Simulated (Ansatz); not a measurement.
Consider LiH in the rock salt structure (space group Fm-3m, No. 225; a = 4.005 Å). Axes: x, y, z lie along the cube axes.

Calculations: r2SCAN (Ansatz, a first-principles code, PAW, without spin-orbit coupling).

For the base:

- Band gap = 3.63 eV

It is then changed as follows: strain tensor (xx, yy, zz, yz, xz, xy) = (+1.62, −0.14, +0.94, −1.84, −0.19, −0.78) %, atoms relaxed at fixed cell.

How does this affect the energy relative to the base?

The energy rises by 2.9 meV/atom.

What does the calculation give for the band gap after the change?

The band gap drops by 0.18 eV (3.63 eV → 3.45 eV).

Gaps are Kohn–Sham eigenvalue differences; semilocal functionals usually give less than the measured gap. Whether these cells are dynamically stable was not tested.
